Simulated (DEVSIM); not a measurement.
Structure: GaP/Si p-n heterojunction, at 450 K.

Layer 1 from the left is GaP, thickness (μm) 0.120, Na (cm⁻³) 2.1e16, τn (s) 2.9e-6, τp (s) 2.9e-6. Layer 2 from the left is Si, thickness (μm) 0.210, Nd (cm⁻³) 5.5e15, τn (s) 2.9e-6, τp (s) 2.9e-6.

Left contact: ohmic. Right contact: ohmic. Voltage is applied to the left contact. Recombination: SRH at mid-gap, radiative. Mobility is μmin + (μ − μmin)/(1 + (N/Nref)^α).

Constants are typed, rounded textbook-type inputs, not results; the design itself was drawn at random and stands for no fabricated device. Values at 300 K; Nc and Nv go as T^1.5, mobilities as T to minus their exponent, the gap by Varshni's rule with the affinity fixed.

GaP: gap (eV) 2.26, affinity (eV) 3.8, permittivity 11.1, Nc (cm⁻³) 1.8e19, Nv (cm⁻³) 1.9e19, μn (cm²/Vs) 250, μp (cm²/Vs) 150, μn,min 10, μp,min 10, Nref,n 4.4e18, Nref,p 1e18, αn 0.8, αp 0.85, T exponent of μn 1.6, T exponent of μp 1.98, B (cm³/s) 1e-13, Varshni α (eV/K) 0.00058, Varshni β (K) 372. Si: gap (eV) 1.124, affinity (eV) 4.05, permittivity 11.7, Nc (cm⁻³) 2.86e19, Nv (cm⁻³) 3.1e19, μn (cm²/Vs) 1417, μp (cm²/Vs) 470, μn,min 52, μp,min 45, Nref,n 9.7e16, Nref,p 2.2e17, αn 0.68, αp 0.72, T exponent of μn 2.3, T exponent of μp 2.2, B (cm³/s) 4.7e-15, Varshni α (eV/K) 0.000473, Varshni β (K) 636.

Simulated with DEVSIM: 1D drift-diffusion, Boltzmann statistics, complete ionisation; no tunnelling, impact ionisation, image-force lowering or self-heating. Band offsets follow the typed affinities; no thermionic-emission limit at abrupt steps, no polarisation charge.

Question: What does the simulation give for the dark forward voltage at 1 A/cm², the dark forward voltage at 100 A/cm², the largest field in the device at zero bias, the potential step across the device at zero bias?

Answer: dark forward voltage at 1 A/cm² 0.536 V; dark forward voltage at 100 A/cm² 0.998 V; largest field in the device at zero bias 84000 V/cm; potential step across the device at zero bias 1.302 V.
